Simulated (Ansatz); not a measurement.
# TiB2, point defects

Base system: a 30-atom supercell of TiB₂ (space group P6/mmm, No. 191; a = 3.0174 Å, c = 3.1851 Å) at its relaxed geometry.

One neutral defect a cell, atoms relaxed at fixed cell.

Calculations: PBEsol (Ansatz, an electronic-structure program), no spin-orbit coupling.

Candidates:
(a) B interstitial (started 1.53 Å from the nearest host atom)
(b) Ca on a Ti site
(c) B on a Ti site (antisite)

Base values:

- Pressure = 0.0 GPa

### Question
Order them by pressure, highest first.

### Answer
(a) B interstitial (started 1.53 Å from the nearest host atom) (9.6 GPa), (b) Ca on a Ti site (8.2 GPa), (c) B on a Ti site (antisite) (-0.9 GPa)

The cell is small, so the values are those of an ordered compound at a high defect concentration; dilute-limit values will differ. A case with no gap was solved on a k-mesh chosen for an insulator, which is coarse for it. All final runs are without spin polarisation.
